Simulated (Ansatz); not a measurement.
Consider SiO₂ (space group P3_121, No. 152; a = 5.022 Å, c = 5.510 Å).

(Cell as relaxed with PBE.)

Levels (all Ansatz, a first-principles code, PAW): PBE (420 eV, spin-orbit coupling left out); PBEsol (420 eV, spin-orbit coupling left out).

Each level relaxes its own structure.

```
quantity                         PBE           PBEsol
-------------------  ---------------  ---------------
volume per atom             13.37 Å³         12.83 Å³
lattice parameter a         502.2 pm         494.9 pm
lattice parameter c         551.0 pm         544.2 pm
band gap                     5.68 eV          5.72 eV
gap character        indirect, K → Γ  indirect, K → Γ
electron mass                0.51 mₑ          0.50 mₑ
```

PBE's volume per atom lies 0.546 Å³ above PBEsol's (4.3 %); PBE's lattice parameter a lies 7.3 pm above PBEsol's (1.5 %); PBE's lattice parameter c lies 6.8 pm above PBEsol's (1.3 %); PBE's band gap lies 0.04 eV below PBEsol's; the two agree on the gap character. Neither level is exact; PBEsol is the comparison here, not a measurement.

Masses are band curvatures over ±0.01 Å⁻¹ around the edge. Whether these cells are dynamically stable was not tested.
